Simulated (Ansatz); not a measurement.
Take SiC (space group Pm-3n, No. 223; a = 5.357 Å; a hypothetical phase, not in the database extracts checked) as the base.

(Cell as relaxed with PBE.)

Levels (all Ansatz, a program for electronic structure, PAW): PBE (420 eV, no SOC); PBEsol (420 eV, no spin-orbit coupling).

Each level relaxes its own structure.

```
base                      PBE    PBEsol
-------------------  --------  --------
volume per atom      12.81 Å³  12.63 Å³
lattice parameter a   5.357 Å   5.331 Å
band gap              1.88 eV   1.75 eV
```

Perturbation: cell and atoms relaxed at a pressure of 7.5 GPa.

```tsv
quantity	PBE	PBEsol
shortest interatomic distance	1.868 Å	1.860 Å
valley order (the lowest conduction-band minima on the path, energy above the VBM, named in the base's zone)	a point along ⟨100⟩, about 0.4 Å⁻¹ from Γ 1.89 eV; a point along ⟨110⟩, about 0.2 Å⁻¹ from Γ 2.53 eV; a point along ⟨111⟩, about 0.2 Å⁻¹ from Γ 2.58 eV	a point along ⟨100⟩, about 0.4 Å⁻¹ from Γ 1.76 eV; a point along ⟨110⟩, about 0.2 Å⁻¹ from Γ 2.39 eV; a point along ⟨111⟩, about 0.3 Å⁻¹ from Γ 2.43 eV
smallest direct gap	2.09 eV	1.96 eV
```

PBE's shortest interatomic distance lies 0.008 Å above PBEsol's (0.4 %); both order the valleys alike; PBE's smallest direct gap lies 0.13 eV above PBEsol's. Neither level is exact; PBEsol is the comparison here, not a measurement.

Load acts through the strain it causes; cell and atoms are relaxed under it. No phonon test of stability was made. No other phases were tried under pressure.
